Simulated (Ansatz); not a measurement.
System: interstitial La in amorphous Si27O54 (a melt-quenched model of 81 atoms) (charge state +3). All values below come from PBE, PAW (plane waves to 420 eV; Ansatz, a quantum-chemistry and plane-wave program).

Settings: 81 host sites, the glass model's own volume, the Γ point alone, smearing 0.01 eV, spin-restricted, no image-charge correction. Static, classical nuclei. Spin-orbit coupling is left out. This is one neighbourhood of one small, fast-quenched model, and the added charge may sit on a native defect of the glass. The charge state is imposed; whether it is stable for some Fermi level was not computed. Sites that were not tried may lie lower.

Barriers: single points on a 2×2×2 k-point mesh shifted by half a step at the bands' geometries.

Relaxed starting cell (atoms counted from 1):

```xyz
82
Lattice="10.4028 0.0000 0.0000 0.0000 10.4028 0.0000 0.0000 0.0000 10.4028" Properties=species:S:1:pos:R:3 pbc="T T T"
Si     9.2698     3.7037     8.4072
Si     5.6588     2.6846     7.3249
Si     9.9014     1.1209     4.7613
Si     9.2903     7.0157     8.8271
Si     3.2477     2.8509     5.6871
Si     8.2729     9.1312     8.1721
Si     2.8787     4.4943     9.6349
Si     3.7382     4.5601     3.3744
Si     0.9695     1.9539     7.2478
Si    10.2313     4.1016     3.9524
Si     8.1728     6.1365     4.8527
Si     9.9060     8.6483     0.9890
Si     5.7382     5.3199    10.3532
Si     3.1597     9.8271     7.3916
Si     7.9001     1.3770     6.4993
Si     6.0974     5.6884     7.2241
Si     6.0553     6.3461     2.5689
Si     7.4271    10.3201     0.4532
Si     3.5683     0.1881     4.2733
Si     1.7661     6.4559     4.5600
Si     1.4000     3.4998     1.6221
Si     6.1242     9.2331     3.0306
Si     7.0184     2.8013    10.1679
Si     9.1168     8.6918     3.8511
Si     3.1598     6.7502     7.3925
Si     3.2388     1.2632     9.2092
Si     1.8722     0.4370     1.4571
O      6.2966     1.4850     6.4650
O      8.2468    10.2398     6.9853
O      0.1667     0.9551     6.2726
O      9.1968     7.4436     4.9331
O      0.3068     2.8753     8.4107
O      4.0803     5.3018     0.0247
O      8.4742     2.7799     7.2517
O      3.2138     9.8873     5.7614
O      2.6602    10.2699     2.8499
O      4.2280     0.1860     8.4061
O      7.1839     1.4944     0.6882
O      5.1954     4.9964     2.8523
O      1.0540     9.4026     1.0696
O      9.8520     8.4900     8.1585
O      7.2373     6.2279     6.1815
O      1.1090     1.8605     1.4915
O      9.8488     7.3330    10.3891
O      9.5479     8.0177     2.4249
O      6.3475     9.5935     1.4563
O      2.6073     5.5202     8.3682
O      2.9181     8.3214     7.9588
O      4.0758     2.4483     7.0101
O      7.7373     7.5534     8.4667
O      6.2386     6.5096     0.9536
O      7.3446     9.9203     9.2915
O      3.2491     2.8812     9.3779
O      8.3337     1.4536     4.9409
O      1.9858     0.7884     8.0468
O      1.4606     7.8135     3.7345
O      4.7446     6.5960     7.0648
O      2.9913     0.5439     0.2569
O     10.0393    10.0566     4.0521
O      2.8502     3.5900     2.4219
O      1.5946     4.3711     0.2356
O     10.5416     4.2442     2.3382
O      8.4885     3.3921     9.7838
O      2.9605     6.0069     3.4336
O      6.2489     3.9335     0.6169
O      0.1351     2.4918     4.1430
O      5.0637    10.1805     3.8308
O      8.9834     9.9540     0.7951
O      3.3056     1.7403     4.5034
O      8.8417     4.6508     4.6057
O      0.8959     5.1052     4.6742
O      6.0355     2.4730     8.8910
O      3.7937     4.1667     4.9420
O      5.9448     4.1510     6.7295
O      9.4811     5.4006     8.3686
O      7.3748     6.3484     3.4451
O      7.5296     9.1648     3.8116
O      5.2439     7.7772     2.9604
O      6.3015     5.4988     8.8503
O      2.3143     6.7402     6.0329
O      1.7714     3.0053     6.3222
La     2.8092     7.8347     2.0148
```
Cell charge +3.

End state 1 differs by these moves (Å; atoms that move under 0.15 Å are left out):

```
atom  element     Δx     Δy     Δz
----  -------  -----  -----  -----
10         Si   0.14  -0.03   0.10
12         Si  -0.11   0.22  -0.08
18         Si  -0.18   0.02   0.00
20         Si   0.12  -0.14   0.05
21         Si   0.18  -0.11   0.03
28          O   0.01   0.16  -0.07
29          O  -0.04   0.14   0.06
33          O   0.10  -0.04  -0.11
38          O  -0.18   0.02  -0.02
41          O  -0.07   0.13   0.10
50          O  -0.03   0.04  -0.17
52          O  -0.16  -0.06   0.01
56          O  -0.35  -0.38   0.02
57          O   0.10   0.14   0.22
60          O   0.19  -0.10  -0.05
62          O   0.29   0.09   0.09
68          O  -0.13   0.17  -0.05
71          O   0.17  -0.16   0.21
74          O  -0.16   0.11   0.07
76          O   0.12  -0.08  -0.10
78          O   0.10  -0.03   0.18
79          O   0.20   0.00   0.04
80          O   0.27   0.01  -0.06
82         La  -1.50  -1.08  -0.31
```

Q: Estimate the forward and backward barriers to end state 1 that PBE, PAW returns for this input.

A: forward 0.30 eV, backward 0.19 eV; at the saddle point atom 82 has neighbours O at 2.12, O at 2.35, O at 2.54, O at 2.68 Å. The check of the saddle point's order was inconclusive.
